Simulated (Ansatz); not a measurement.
# H2O on the 1x1 (10-10) surface of wurtzite GaN (cut with top plane Ga + N), one in a 2x1 cell, started at the site 'top Ga #2'

Host crystal: wurtzite GaN, with a band gap (PBE, scalar-relativistic without spin-orbit coupling).

All values below come from PBE (plane waves to 420 eV, PAW; Ansatz, a program for electronic structure).

Slab: 35 atoms, 9.3 Å thick at the start under the adsorbate (thin: gaps and levels are the slab's own); k 3x4x1, smearing 0.01 eV, dipole-corrected; 16 atoms held, the rest relaxed; no symmetry held; no spin, no spin-orbit, no U, no dispersion correction. At the end it is bonded to Ga + N. In PBE it is, or lies within 0.03 eV of, the lowest of the starts that converged.

energy of the end state, in which the adsorbate came apart, against H2O(g): -2.14 eV
change of the step from the bottom to the top vacuum level, against the clean slab: -0.14 eV
energy released by relaxation: 3.59 eV
height of the binding atom over the mean of the host atoms within 0.3 Å of the top one: 1.718 Å
largest move of a host atom: 0.36 Å
note: in the relaxation the adsorbate left its starting site by 2.4 Å
cost: around 60 core-minutes (rough)

A negative adsorption energy means that the adsorbate is more stable on the surface than in its reference.
